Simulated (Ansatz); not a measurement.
# HgTe under a change: isotropic strain +0.98 %

Base system: HgTe in the zinc blende structure (space group F-43m, No. 216; a = 6.510 Å).

It is then changed as follows: an isotropic linear strain of +0.98 %; the atoms relax in the strained cell.

The values are results of PBEsol (Ansatz, a program for electronic structure), without spin-orbit coupling, not measurements. Γ-centred 9×9×9 mesh, Fermi–Dirac width 0.05 eV.

The volume per atom goes up by 1.024 Å³ (34.48 Å³ → 35.51 Å³) and the space group is still F-43m (No. 216). The shortest interatomic distance goes up by 0.0276 Å, from 2.819 Å to 2.846 Å and the energy rises by 3.8 meV/atom. The pressure goes from zero to -1.1 GPa and the band gap is still zero.

Spin-orbit coupling, missing from the scalar runs, can matter with Hg and Te. Whether these cells are dynamically stable was not tested. The final runs are not spin-polarised. The zero or small gap of HgTe can change with the level of theory.
